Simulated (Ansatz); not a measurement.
GaAs under load (space group P6_3mc), r2SCAN with spin-orbit coupling, rigid bands run with Ansatz (a first-principles code). Condition of this run: uniaxial stress along c of -4.8 GPa (compression positive) (the target of the relaxation). Band gap 0.48 eV, N_c = 2.49e17 cm⁻³ and N_v = 3.67e18 cm⁻³ at 300 K, conductivity masses along z (a = (3.97, 0.00, 0.00) Å; b = (-1.98, 3.44, 0.00) Å; c = (0.00, 0.00, 6.81) Å) of 0.0444 mₑ (electrons) and 1.02 mₑ (holes). Take k_BT = 0.02585 eV.

Q: Find the intrinsic carrier density and the intrinsic Fermi level.

A: n_i = √(N_c N_v) exp(−E_g/2k_BT) = 9.56e17 × exp(−9.28) = 8.9e13 cm⁻³. The level lies (k_BT/2) ln(N_v/N_c) = 35 meV from mid-gap (positive towards the conduction band). Each 0.1 eV added to the gap lowers n_i by a factor of 6.9.

Q: What thermal injection velocity √(2k_BT/πm) limits a ballistic channel along the direction named?

A: 2.55e7 cm/s for electrons and 5.33e6 cm/s for holes, a ratio of √(m_h/m_e) = 4.79, for dilute carriers.

Rigid bands with the computed gap; masses take one relaxation time for all states. Geometry: cell and atoms relaxed with PBEsol.
